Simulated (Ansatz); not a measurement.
Take SnSe in the GeS type structure (space group Pnma, No. 62; a = 11.534 Å, b = 4.121 Å, c = 4.578 Å; layered, stacked along the Cartesian x axis) as the base.

Computed with Kohn–Sham DFT with the r2SCAN+rVV10 functional, run in Ansatz (a quantum-chemistry and plane-wave program) with PAW and 500 eV plane waves, no spin-orbit coupling, earlier PAW set.

Before the change:

```
Quantity     Value
--------  --------
Pressure  0.00 GPa
```

Modification: the cell is scaled by 0.9689 in all directions, atoms relaxed at fixed cell.

Problem. What does the calculation give for the largest internal atomic displacement after the change?

Solution. The largest internal atomic displacement comes out as 0.076 Å.

Problem. How does this affect the pressure?

Solution. The pressure (mean of the normal stresses, compression positive) goes from zero to 4.08 GPa.

Problem. Predict the new energy relative to the base.

Solution. The energy increases by 28 meV/atom.

The cells carry an imposed strain or load. No phonon test of stability was made.
